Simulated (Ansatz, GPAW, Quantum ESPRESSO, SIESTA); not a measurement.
## One structure in several programs: YZn (Fm-3m, 2 atoms in the cell)

Self-consistent single point.

```xyz
2
Lattice="0.0000 2.9630 2.9630 2.9630 0.0000 2.9630 2.9630 2.9630 0.0000" Properties=species:S:1:pos:R:3 pbc="T T T"
Y      0.0000     0.0000     0.0000
Zn     2.9630     2.9630     2.9630
```

Shared settings, as Ansatz (an electronic-structure program) writes them: kpoints.mp_grid.grid = 4 4 4; scf.occupations.method = fermi_dirac; scf.occupations.width = 0.1 eV. Potentials and cutoffs stand in the table.

| code | model | pressure (GPa) | cutoff |
|---|---|---|---|
| Ansatz | PBEsol, PAW files made with PBE | -2.34 | default |
| Quantum ESPRESSO | PBEsol, GBRV 1.5 ultrasoft (PBESOL) pseudopotentials | -2.54 | 50 Ry |
| GPAW | PBEsol, GPAW PAW datasets PBEsol (made by gpaw-setup) | -2.40 | 850 eV |
| SIESTA | GGA PBEsol, numerical atomic orbitals DZP, PseudoDojo PBEsol standard norm-conserving potentials (rewritten from UPF to PSML) | -4.84 | grid 400 Ry |

The spread over the programs that give each value: pressure within 2.50 GPa.

SIESTA uses small atom-centred bases, whose incompleteness enters pressures, forces and empty levels differently from a plane-wave cutoff. Ansatz's pressure is given at a fixed set of plane waves, as the other plane-wave codes print theirs. In the pressure, SIESTA (by 2.44) lies more than 1 GPa from the median of the plane-wave programs.

On the base mesh (13 13 13) the same programs gave: Ansatz pressure -2.55 GPa; Quantum ESPRESSO pressure -2.76 GPa; GPAW pressure -2.61 GPa; SIESTA pressure -5.03 GPa.

The starting cell comes from a database of computed structures (which also holds hypothetical and non-ambient phases and stackings), without a prior relaxation at this level.

Left out of this page: ABINIT (with a known weakness of the program); Elk and FLEUR (not drawn, or without a comparable value).

Keys are those of Ansatz 0.2.
